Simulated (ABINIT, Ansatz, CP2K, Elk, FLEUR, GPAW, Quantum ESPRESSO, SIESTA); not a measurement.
Na (Im-3m, 1 atom in the cell) computed with different codes at matched settings

Self-consistent single point, at a second geometry (lattice scaled by 0.98). First geometry:

```
Na
1.0
   -2.08298     2.08298     2.08298
    2.08298    -2.08298     2.08298
    2.08298     2.08298    -2.08298
Na
1
Direct
  0.00000   0.00000   0.00000
```

Shared settings, as Ansatz (a program for electronic structure) writes them: kpoints.mp_grid.grid = 8 8 8; scf.occupations.method = fermi_dirac; scf.occupations.width = 0.1 eV. Potentials and cutoffs stand in the table.

| code | model | ΔF from the first geometry (meV/atom) | pressure (GPa) | cutoff |
|---|---|---|---|---|
| GPAW | PBE, GPAW PAW datasets PBE (gpaw-data 1.0.1) | 6.8 | 0.81 | 800 eV |
| Quantum ESPRESSO | PBE, SSSP 1.1.2 efficiency (PBE) pseudopotentials | 6.9 | 0.82 | 40 Ry |
| Ansatz | PBE, default PAW files | 6.6 | 0.79 | default |
| Elk | PBE, all-electron FP-LAPW, Elk's shipped species files, default APW+lo basis | 6.4 | – | default |
| SIESTA | GGA PBE, numerical atomic orbitals DZP, PseudoDojo PBE standard norm-conserving potentials (rewritten from UPF to PSML) | 11.7 | 1.16 | grid 300 Ry |
| FLEUR | PBE, all-electron FLAPW (FLEUR), scalar-relativistic valence | 6.7 | – | Kmax 3.8 1/bohr |
| ABINIT | PBE, norm-conserving pseudopotentials (PseudoDojo nc-sr-05 PBE standard) | 6.7 | 0.81 | 1197 eV |
| CP2K | PBE, GPW, DZVP-MOLOPT-SR-GTH basis, GTH-PBE potentials (GTH_POTENTIALS) | 11.5 | 1.20 | grid 950 Ry |

A dash marks a value that a program does not give, or that is left out as unsure.

The spread over the programs that give each value: ΔF from the first geometry within 5.3 meV/atom; pressure within 0.41 GPa.

SIESTA and CP2K use small atom-centred bases, whose incompleteness enters pressures, forces and empty levels differently from a plane-wave cutoff. Elk and FLEUR treat all electrons, but the usual bases taken here (sphere radii, linearisation, local orbitals, empty states) were not tested for convergence, so the values are no reference for the others. Ansatz's pressure is given at a fixed set of plane waves, as the other plane-wave codes print theirs.

The starting cell comes from a database of computed structures (which also holds hypothetical and non-ambient phases and stackings), without a prior relaxation at this level. Its lattice was rescaled by a random factor within 2.5 % of one. For this run, on top of that: lattice scaled by 0.98.

Keys are those of Ansatz 0.2.
